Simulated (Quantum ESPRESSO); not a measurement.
Worked example: self-consistent single point of LiAl₃ (I4/mmm, 4 atoms in the cell) in Quantum ESPRESSO.

Computed with PBEsol, GBRV 1.5 ultrasoft (PBESOL) pseudopotentials (plane waves; Quantum ESPRESSO).

The change in words: lattice scaled by 0.98. Reference geometry:
```
LiAl3
1.0
    2.01826    -2.01826     4.01818
    2.01826     2.01826     4.01818
   -2.01826    -2.01826     4.01818
Li Al
1 3
Direct
  0.00000   0.00000   0.00000
  0.50000   0.25000   0.75000
  0.50000   0.75000   0.25000
  0.00000   0.50000   0.50000
```

Reference input (self-consistent single point, DFT, PBEsol, plane waves, GBRV 1.5 ultrasoft (PBESOL) pseudopotentials): ecutwfc = 40 Ry; ecutrho = 200 Ry; occupations = smearing; smearing = fd; degauss = 0.0073499 Ry; potentials = {Li: li_pbesol_v1.4.uspp.F.UPF, Al: al_pbesol_v1.uspp.F.UPF}; K_POINTS = automatic 9 9 9 0 0 0; conv_thr = 1e-08 Ry. This run's input differs from it in these lines:

```diff
@@ -10,4 +10,4 @@
   ibrav = 7,
-  celldm(1) = 7.627932414,
-  celldm(3) = 1.99090951432,
+  celldm(1) = 7.475374824,
+  celldm(3) = 1.99090904035,
   nat = 4,
```

Output (repeated stretches shortened):

```
     Self-consistent Calculation

     iteration #  1     ecut=    40.00 Ry     beta= 0.70

     Threshold (ethr) on eigenvalues was too large:
     Diagonalizing with lowered threshold

     total energy              =     -34.38546532 Ry
     estimated scf accuracy    <       0.02885892 Ry

     iteration #  2     ecut=    40.00 Ry     beta= 0.70

     total energy              =     -34.38590856 Ry
     estimated scf accuracy    <       0.00163176 Ry

     iteration #  3     ecut=    40.00 Ry     beta= 0.70
     c_bands:  1 eigenvalues not converged

     total energy              =     -34.38625598 Ry
     estimated scf accuracy    <       0.00001758 Ry

     iteration #  4     ecut=    40.00 Ry     beta= 0.70

     total energy              =     -34.38627079 Ry
     estimated scf accuracy    <       0.00000317 Ry

     iteration #  5     ecut=    40.00 Ry     beta= 0.70

     total energy              =     -34.38627134 Ry
     estimated scf accuracy    <       0.00000016 Ry

     iteration #  6     ecut=    40.00 Ry     beta= 0.70
     End of self-consistent calculation

     the Fermi energy is     6.8703 ev

!    total energy              =     -34.38627139 Ry
     estimated scf accuracy    <          2.7E-09 Ry
     smearing contrib. (-TS)   =      -0.00324694 Ry
     internal energy E=F+TS    =     -34.38302445 Ry

     convergence has been achieved in   6 iterations

     Forces acting on atoms (cartesian axes, Ry/au):

     atom    1 type  1   force =    -0.00000000   -0.00000000    0.00000000
   [... zero for the other atoms too ...]

     Total force =     0.000000     Total SCF correction =     0.000000

          total   stress  (Ry/bohr**3)                   (kbar)     P=       28.94
   0.00019077   0.00000000   0.00000000           28.06        0.00        0.00
   0.00000000   0.00019077   0.00000000            0.00       28.06        0.00
   0.00000000   0.00000000   0.00020870            0.00        0.00       30.70

   JOB DONE.
```

The run converged in 6 iterations. Against the reference run the free energy goes up by 4.3 meV/atom and the pressure goes from -1.25 to 2.89 GPa. The full log also holds: “c_bands:  1 eigenvalues not converged”.

The starting cell comes from a database of computed structures (which also holds hypothetical and non-ambient phases and stackings), without a prior relaxation at this level. Its lattice was rescaled by a random factor within 2.5 % of one. For this run, on top of that: lattice scaled by 0.98.
